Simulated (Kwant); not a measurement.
Device: quantum point contact (saddle potential) in a GaN two-dimensional gas. Effective mass 0.22 mₑ, grid spacing 1.3 nm, hard walls, nominal width 40 nm (31 grid rows, so walls 41.6 nm apart), one parabolic valley, scattering region 120 nm long along x; energies count from the band bottom; Fermi energy swept from 0.00053413 to 0.05044 eV. Potential (V0 + ½k y²) cos²(πx/L) for |x| < L/2, with V0 = 0.019 eV, k = 0.00053 eV/nm², L = 25 nm.

Constants are typed, rounded textbook-type inputs, not results; the design itself was drawn at random and stands for no fabricated device.

Kwant, effective-mass tight-binding model on a square grid, one spin, coherent transport at 0 K. Conductance is in e²/h.

Sweep values stay those of the base run.

The curvature of the confinement was swept, all else fixed.

```
curvature of the confinement (eV/nm²)  G (e²/h) at E = 50.44 meV  G (e²/h) at E = 37.42 meV  G (e²/h) at E = 12.83 meV  G (e²/h) at E = 25.12 meV
-------------------------------------  -------------------------  -------------------------  -------------------------  -------------------------
0.00026                                                     3.35                       2.00                      0.011                       0.71
0.00037                                                     2.86                       1.70                     0.0078                       0.59
0.00045                                                     2.59                       1.52                     0.0062                       0.52
0.00053                                                     2.35                       1.37                     0.0051                       0.47
0.00064                                                     2.13                       1.22                     0.0039                       0.40
0.00079                                                     1.97                       1.10                     0.0029                       0.32
0.0011                                                      1.72                       1.00                     0.0017                       0.21
```

From the first row to the last the G at E = 50.44 meV goes from 3.35 to 1.72. From the first row to the last the G at E = 37.42 meV goes from 2.00 to 1.00.
